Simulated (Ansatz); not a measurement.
The parent structure is Ti in the hcp (Mg type) structure (space group P6_3/mmc, No. 194; a = 2.939 Å, c = 4.654 Å; relaxed with 0.1 eV smearing). Axes: x lies along a and z along c of the hexagonal cell.

(Cell as relaxed with PBE.)

Levels (all Ansatz, an electronic-structure program, PAW, earlier PAW set): PBE (420 eV, spin-orbit coupling left out); r2SCAN (500 eV, spin-orbit coupling left out).

Each level relaxes its own structure.

```tsv
base	PBE	r2SCAN
volume per atom	17.41 Å³	17.33 Å³
lattice parameter a	2.939 Å	2.937 Å
band gap	zero	zero
```

It is then changed as follows: tensile biaxial strain of 0.97 % in the plane normal to [001], as in epitaxy on a mismatched substrate; the out-of-plane cell vector and the atoms relax.

```csv
quantity,PBE,r2SCAN
shortest interatomic distance,2.875 Å,___
"pressure (mean of the normal stresses, compression positive)",-1.2 GPa,___
band gap,zero,___
```

Given the PBE results, estimate those of r2SCAN.


- shortest interatomic distance, r2SCAN: 2.870 Å
- pressure (mean of the normal stresses, compression positive), r2SCAN: -1.4 GPa
- band gap, r2SCAN: zero

PBE's shortest interatomic distance lies 0.0055 Å above r2SCAN's (0.2 %); the two agree on the band gap. Neither level is exact; r2SCAN is the comparison here, not a measurement.

Stability against distortions was not tested. The final runs are not spin-polarised.
